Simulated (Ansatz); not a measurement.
## Effect of biaxial strain +0.79 %, plane normal [110], relaxed out of plane on CdTe

The parent structure is CdTe in the zinc blende structure (space group F-43m, No. 216; a = 6.558 Å). Axes: x, y, z lie along the cube axes.

Perturbation: biaxial strain +0.79 %, plane normal [110], relaxed out of plane (Cartesian); in-plane vectors clamped, the third vector and the atoms free.

All numbers come from DFT with r2SCAN, PAW potentials and a 500 eV plane-wave cutoff in Ansatz (a first-principles code), without spin-orbit coupling. Γ-centred 9×9×9 mesh, Fermi–Dirac width 0.05 eV.

Space group: Imm2 (No. 44) (base F-43m (No. 216))
Shortest interatomic distance: 2.845 Å (base 2.840 Å)
Energy relative to the base (free energy F): +0.9 meV/atom
Pressure (mean of the normal stresses, compression positive): -3.5 kbar (base 0.0 kbar)
Band gap: 1.09 eV (base 1.17 eV)
Gap character: direct at Γ (base direct at Γ)
Electron mass: 0.089 mₑ (at Γ) (base 0.090 mₑ (at Γ))
Valence-band top at Γ (three highest levels, from the VBM): 0.00, -0.06, -0.08 eV (base 0.00, 0.00, 0.00 eV)
Out-of-plane strain: -0.70 %
Mean in-plane stress (compression positive): -0.5 GPa

A biaxial case was relaxed in a doubled cell and then solved in the primitive one. With Te present, leaving out spin-orbit coupling can change the band edges. Masses are band curvatures over ±0.01 Å⁻¹ around the edge. No phonon test of stability was made. Labels are those of the standard path for the cell's own space group.
